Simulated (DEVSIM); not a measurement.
Device: Schottky contact on n-type Si, at 300 K.

```csv
layer (left to right),material,thickness (μm),Nd (cm⁻³),τn (s),τp (s)
1,Si,1.50,7.3e16,4.9e-7,4.9e-7
```

Left contact: Schottky, work function 4.93 eV, emission velocity 9.7e6 cm/s. Right contact: ohmic. Voltage is applied to the left contact. Recombination: SRH at mid-gap, Auger. Mobility is μmin + (μ − μmin)/(1 + (N/Nref)^α).

Constants are typed, rounded textbook-type inputs, not results; the design itself was drawn at random and stands for no fabricated device. Values at 300 K.

```
parameter           Si
-------------  -------
gap (eV)         1.124
affinity (eV)     4.05
permittivity      11.7
Nc (cm⁻³)      2.86e19
Nv (cm⁻³)       3.1e19
μn (cm²/Vs)       1417
μp (cm²/Vs)        470
μn,min              52
μp,min              45
Nref,n          9.7e16
Nref,p          2.2e17
αn                0.68
αp                0.72
Cn (cm⁶/s)     2.8e-31
Cp (cm⁶/s)     9.9e-32
```

DEVSIM, 1D drift-diffusion, Boltzmann statistics, complete ionisation; no tunnelling, impact ionisation, image-force lowering or self-heating. Metal contacts follow the ideal Schottky-Mott rule: no Fermi-level pinning, no interface dipoles.

The doping Nd of layer 1 was swept, all else fixed.

```csv
doping Nd of layer 1 (cm^-3),potential step across the device at zero bias (V),dark forward voltage at 100 A/cm² (V),largest field in the device at zero bias (V/cm),dark forward voltage at 1 A/cm² (V)
2.2e15,0.635,0.594,21000,0.439
7.3e15,0.666,0.569,38000,0.433
2.2e16,0.695,0.557,67000,0.430
7.3e16,0.726,0.551,130000,0.429
2.2e17,0.754,0.549,220000,0.428
7.3e17,0.785,0.548,410000,0.428
2.2e18,0.814,0.547,720000,0.427
```

From the first row to the last the potential step across the device at zero bias goes from 0.635 to 0.814. From the first row to the last the dark forward voltage at 100 A/cm² goes from 0.594 to 0.547.
